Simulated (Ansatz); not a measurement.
A user runs Ansatz (a first-principles code) on InPPd5 (P1, 7 atoms in the cell) and asks whether the run is sound. The aim is a self-consistent single point with DFT, PBEsol, plane waves, default PAW files made with PBE.

Cell that was meant: a = 3.9530 Å, b = 3.9530 Å, c = 6.9702 Å, α = 90.00°, β = 90.00°, γ = 90.00°.

Part of the input:

Ansatz 0.2 input:
```yaml
basis:
  ecutwfc: 420.0
kpoints:
  mp_grid: { grid: [1, 1, 1] }
hamiltonian:
  xc: pbesol
  pseudopotentials: { kind: paw }
```

Output, abridged:

```
WARN ansatz: RAYON_NUM_THREADS=1 ignored (pool sized by the plan → 1); use --threads N
Pseudopotentials: kind: paw
   [... lines left out ...]
PAW frozen core: Pd, regenerated for the run's functional, and the local potential with it
Initial density: superposition of atomic densities (neutral atoms: chi_scale 0, normalization atom), corrected by the library's trained network
Initial wavefunctions: pseudopotential atomic-orbital guess
Eigensolver: davidson
Functional: x = pbesol(κ = 0.804, μ = 0.12345679012345678), c = pbesol(β = 0.046)
SCF iter   1: F=—  HF=-40797.310040 eV  |F-HF|=—  |Δ(HF+E_count)|=         —  Δρ=4.32e-2  dr2=1.38e0  ethr=1.77e-3  ⟨swp⟩=6.0  Hψ=252  notcnv=0
all-band conjugate gradients solve this SCF's bands
preconditioner: auto → Kerker (q_TF=auto, 2.724 Å⁻¹)
SCF iter   2: F=—  HF=-40797.082774 eV  |F-HF|=—  |Δ(HF+E_count)|=   2.27e-1  S|Δr|=    0.00e0  Δρ=2.14e-2  dr2=3.91e-1  ethr=1.27e-3  ⟨swp⟩=2.0  Hψ=83  notcnv=0  defer=2
   [... lines left out ...]
SCF iter  12: F=—  HF=-40796.944598 eV  |F-HF|=—  |Δ(HF+E_count)|=   4.17e-5  S|Δr|=    0.00e0  Δρ=6.00e-5  dr2=9.15e-6  ethr=4.19e-8  ⟨swp⟩=1.0  Hψ=63  notcnv=0  defer=2
SCF iter  13: F=—  HF=-40796.944598 eV  |F-HF|=—  |Δ(HF+E_count)|=   1.95e-7  S|Δr|=    0.00e0  Δρ=1.27e-5  dr2=1.78e-7  ethr=8.48e-9  ⟨swp⟩=1.0  Hψ=63  notcnv=0  defer=2
SCF iter  14: F=-40796.944598 eV  HF=-40796.944598 eV  |F-HF|=4.01e-8  |Δ(HF+E_count)|=   1.18e-8  S|Δr|=    0.00e0  Δρ=6.55e-6  dr2=5.24e-8  ethr=9.26e-11  ⟨swp⟩=11.0  Hψ=273  notcnv=0
SCF 1 converged in 14 iterations: F = -40796.944598 eV  dr2 = 5.24e-8
Stability not checked (fill_not_monotonic)
Free energy (F): -40796.944598 eV
Internal energy: -40796.912215 eV  (E = F + TS)
E sigma→0 (E₀):  -40796.933804 eV
Entropy (-TS):   -0.032382 eV (-4.626 meV/atom)
Fermi energy:    17.584206 eV
--- Forces (eV/Å), atoms counted from 1 ---
  atom   1  In     0.46210418     0.34205175    -0.17934241
  atom   2  P      0.24022369    -0.27957675    -1.10346305
  atom   3  Pd    -0.52170420     0.40396002     1.09206038
   [... lines left out ...]
  atom   7  Pd     0.30008721    -0.76973544    -0.13357081
--- Stress (GPa, compression-positive) ---
       13.352050       0.744314       0.060943
        0.744313       9.685016      -0.440871
        0.060936      -0.440863      10.078075
  P = ⅓ Tr σ = 11.0384 GPa (110.384 kbar)
  The stress holds the Pulay correction. Without it, at fixed plane waves, as pw.x and ABINIT print it: P = 10.9643 GPa
```

Task: Is anything amiss in this input, and did it matter?

Result: The run is not sound. The fault is a single k-point for a small metallic cell. One k-point cannot sample the Fermi surface of a small cell. To fix it, use a converged k-point mesh. The run converged in 14 iterations without an error; against the sound input the free energy rises by 788 meV/atom, the pressure goes from -1.62 to 11.04 GPa and the largest force goes from 1.986 to 1.276 eV/Å.

An input that runs soundly differs in these lines (not the only fix; some lines may just follow from the change or write a value another way):
```diff
-  mp_grid: { grid: [1, 1, 1] }
+  mp_grid: { grid: [6, 6, 4] }
```

With that input, the run converged in 7 iterations: free energy E − TS (on the zero of these files) -40802.4591 eV; Fermi level (on the code's own zero) 17.49 eV; pressure -1.62 GPa; largest force (vector length) 1.986 eV/Å (DFT, PBEsol, plane waves, default PAW files made with PBE).

On the sound input: the starting cell comes from a database of computed structures (which also holds hypothetical and non-ambient phases and stackings), without a prior relaxation at this level. Its atoms were displaced at random from the sites of space group no. 123. Spin polarisation is off. Forces in this geometry exceed 1 eV/Å. Ansatz's pressure includes its estimate of the finite-basis (Pulay) stress.
